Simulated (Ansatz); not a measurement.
Abridged Ansatz (a quantum-chemistry and plane-wave program) output:

```
Relaxation: its limit of steps is 50 (relax.max_steps)
Pseudopotential: Ba, paw, valence charge 10
Crystal: 1 atoms, lattice volume = 59.920 Å³
Basis set: ecut = 420 eV, 1173 PW (Γ), exchange–correlation on 60×60×60 points (8 copies of the dense FFT grid, shifted against one another)
Bands: 9, of which v1, the nominal top of the filled ones, is band 5 counted from 1 (4 counted from 0)
Symmetry: 16 space group operations
k-points: 550 of 6859
Functional: x = pbesol(κ = 0.804, μ = 0.12345679012345678), c = pbesol(β = 0.046)
SCF iter   1: F=—  HF=-5862.628363 eV  |F-HF|=—  |Δ(HF+E_count)|=         —  Δρ=1.69e-3  dr2=1.55e-3  ethr=1.77e-3  ⟨swp⟩=7.7  Hψ=49312  notcnv=0
SCF iter   2: F=—  HF=-5862.628524 eV  |F-HF|=—  |Δ(HF+E_count)|=   1.62e-4  Δρ=1.07e-3  dr2=7.42e-4  ethr=1.55e-5  ⟨swp⟩=2.2  Hψ=11057  notcnv=0
SCF 1 converged in 7 iterations: F = -5862.628556 eV  dr2 = 8.70e-11
relax step   1: F+E_penalty+E_count = -5862.62855594 eV  Δ(F+E_penalty+E_count) = +0.000e0 eV  max|allowed force component| = 0.000e0 eV/Å  Δτ_max = 0.0000 Å  (7 SCF iters, accepted)
SCF converged after 7 iterations
Free energy (F): -5862.628556 eV
Internal energy: -5862.585221 eV  (E = F + TS)
E sigma→0 (E₀):  -5862.606889 eV
Entropy (-TS):   -0.043335 eV (-43.335 meV/atom)
Fermi energy:    6.113843 eV
--- Forces (eV/Å), atoms counted from 1 ---
  atom   1  Ba     0.00000000     0.00000000     0.00000000
--- Stress (GPa, compression-positive) ---
       -0.207480      -0.000000      -0.000000
       -0.000000      -0.207480       0.000000
        0.000000       0.000000      -0.333189
  P = ⅓ Tr σ = -0.2494 GPa (-2.494 kbar)
--- Relaxed structure (1 steps of the walk, 1 accepted, 0 SCFs on fresh bases) ---
  atoms:
    - { symbol: Ba, position: [0.0, 0.0, 0.0] }
```

Problem. What was computed, and what are the main results?

Solution. Ba, 1 atom in the cell, with Kohn–Sham DFT with the PBEsol functional, run in Ansatz with PAW and 420 eV plane waves, no SOC. The last SCF converged to F = -5862.628556 eV, or -5862.6286 eV per atom, at a pressure of -0.25 GPa. The total energy compares only with runs of the same code, potentials and settings.

The cells carry an imposed strain or load. Whether these cells are dynamically stable was not tested. The cell was made from Ba in the bcc (W type) structure (space group Im-3m, No. 229) by this change: uniaxial strain ε_zz = +3.00 %.

Keys are those of Ansatz 0.2.
